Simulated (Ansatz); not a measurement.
Consider KCl in the rock salt structure (space group Fm-3m, No. 225).

```xyz
2
Lattice="0.0000 3.1214 3.1214 3.1214 0.0000 3.1214 3.1214 3.1214 0.0000" Properties=species:S:1:pos:R:3 pbc="T T T"
K      0.0000     0.0000     0.0000
Cl     3.1214     3.1214     3.1214
```

Cartesian axes are those of the cell as printed.

Level of theory: PBEsol (Ansatz, a quantum-chemistry and plane-wave program; PAW; 420 eV plane waves; spin-orbit coupling left out).

Before the change:

The volume per atom is 30.41 Å³ and the valley order is Γ 5.10 eV; X along ⟨100⟩ 6.37 eV.

Now apply this change: biaxial strain −1.00 %, plane normal [001], relaxed out of plane (Cartesian); in-plane vectors clamped, the third vector and the atoms free.

Task: Predict the new volume per atom.

Result: The volume per atom drops by 0.51 Å³ (30.41 Å³ → 29.90 Å³).

Task: Estimate the effect on the valley order.

Result: The valley order (the lowest conduction-band minima on the path, energy above the VBM, named in the base's zone) goes from Γ 5.10 eV; X along ⟨100⟩ 6.37 eV to Γ 5.16 eV; X along [100] 6.34 eV; X along [001] 6.36 eV.

The levels and masses belong to the bands next to the band gap. Whether these cells are dynamically stable was not tested.
